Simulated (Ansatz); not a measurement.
# Response to strain in SiO2

Start from SiO2 (space group P3_221, No. 154; a = 5.022 Å, c = 5.510 Å). Axes: x lies along a and z along c of the hexagonal cell.

Strains are applied to the cell and any free atomic positions relax; under biaxial strain the out-of-plane vector relaxes too.

The values are results of PBE (Ansatz, a first-principles code), no spin-orbit coupling, not measurements.

| biaxial strain, plane normal [001], relaxed out of plane (%) | band gap (eV) |
|---|---|
| -3 | 5.82 |
| -2.25 | ? |
| -1.5 | 5.75 |
| -0.75 | 5.72 |
| 0 | 5.68 |

Fit E_g = E₀ + Dε (ε in %) to the rows shown and predict the withheld row.

Least squares on the printed values gives E₀ = 5.68 eV, D = -46.1 meV per % of strain (largest residual 0.00 eV); this predicts 5.79 eV, and the run gives 5.79 eV, in agreement.

No phonon test of stability was made.
